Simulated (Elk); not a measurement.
Input and output of a self-consistent single point for LaPt5 (P6/mmm, 6 atoms in the cell) (Elk).

Method of the run: LDA (PW92), all-electron FP-LAPW, Elk's shipped species files, default APW+lo basis (Elk 10.2.4).

The change in words: lattice scaled by 0.98. Reference geometry:
```
LaPt5
1.0
    5.42855     0.00000     0.00000
   -2.71428     4.70126     0.00000
    0.00000     0.00000     4.39333
La Pt
1 5
Cartesian
  0.00000   0.00000   0.00000
  0.00000   3.13418   0.00000
  2.71428   1.56709   0.00000
  2.71428   0.00000   2.19666
  1.35714   2.35063   2.19666
 -1.35714   2.35063   2.19666
```

Reference input (self-consistent single point, DFT, LDA (PW92), all-electron FP-LAPW, Elk's shipped species files, default APW+lo basis): stype = 0; swidth = 0.00367493 Ha; ngridk = 6 6 7; rmtscf = 0.85; maxscl = 100. This run's input differs from it in these lines:

```diff
@@ -16,5 +16,5 @@
 avec
-   10.2584725294    0.0000000521    0.0000000000
-   -5.1292363098    8.8840977884    0.0000000000
-    0.0000000000    0.0000000000    8.3021904751
+   10.0533033407    0.0000004627    0.0000000000
+   -5.0266520710    8.7064158536    0.0000000000
+    0.0000000000    0.0000000000    8.1361459097
```

Output, abridged:

```
│ Self-consistent loop started │
│ Loop number : 1 │
 total energy                :     -100606.698032
│ Loop number : 2 │
 total energy                :     -100611.553923
RMS change in Kohn-Sham potential (target) :   0.3249545282     (  0.1000000000E-05)
Absolute change in total energy (target)   :    4.855891418     (  0.1000000000E-03)
│ Loop number : 3 │
 total energy                :     -100652.294669
RMS change in Kohn-Sham potential (target) :   0.1814023978     (  0.1000000000E-05)
Absolute change in total energy (target)   :    41.95471912     (  0.1000000000E-03)
│ Loop number : 4 │
   [... lines left out ...]
Absolute change in total energy (target)   :   0.5692385603E-03 (  0.1000000000E-03)
│ Loop number : 17 │
 total energy                :     -100673.555072
RMS change in Kohn-Sham potential (target) :   0.9659636221E-07 (  0.1000000000E-05)
Absolute change in total energy (target)   :   0.1716485131E-03 (  0.1000000000E-03)
│ Loop number : 18 │
 total energy                :     -100673.555056
RMS change in Kohn-Sham potential (target) :   0.2534903402E-07 (  0.1000000000E-05)
Absolute change in total energy (target)   :   0.5899781536E-04 (  0.1000000000E-03)
Convergence targets achieved

│ Loop number : 19 │

Energies :
 Fermi                       :     0.434183938097
 total energy                :     -100673.555071

Density of states at Fermi energy :    117.1323983
 (states/Hartree/unit cell)

Estimated indirect band gap :   0.1385226480E-03
 from k-point     23 to k-point     18
Estimated direct band gap   :   0.8477669318E-02
 at k-point     23

Charges :
 core                        :    286.0000000
 valence                     :    161.0000000
 interstitial                :    12.66051817
 muffin-tins (core leakage)
  species :    1 (La)
   atom    1                 :    53.47814089     (  0.2117680565E-02)
  species :    2 (Pt)
   atom    1                 :    76.18622979     (  0.1402666244E-02)
   atom    2                 :    76.18622979     (  0.1402666244E-02)
   atom    3                 :    76.16296045     (  0.1393987400E-02)
   atom    4                 :    76.16296045     (  0.1393987400E-02)
   atom    5                 :    76.16296045     (  0.1393987400E-02)
 total in muffin-tins        :    434.3394818
 total calculated charge     :    446.9717328
 total charge                :    447.0000000
 error                       :   0.2826720991E-01

│ Self-consistent loop stopped │
```

The run converged in 19 iterations. The count includes the last loop, which Elk runs after its targets are met. Against the reference run the total energy goes down by 27.2 meV/atom.

The starting cell comes from a database of computed structures (which also holds hypothetical and non-ambient phases and stackings), without a prior relaxation at this level. For this run, on top of that: lattice scaled by 0.98. Spin-orbit coupling is off. Spin polarisation is off. Values depend on the basis (sphere radii, cutoffs, local orbitals), which need not be converged. The log's line on a gap gives a spacing of levels on this mesh, which the program prints for metals too.

Cost on one core of a shared machine: roughly 2 min.
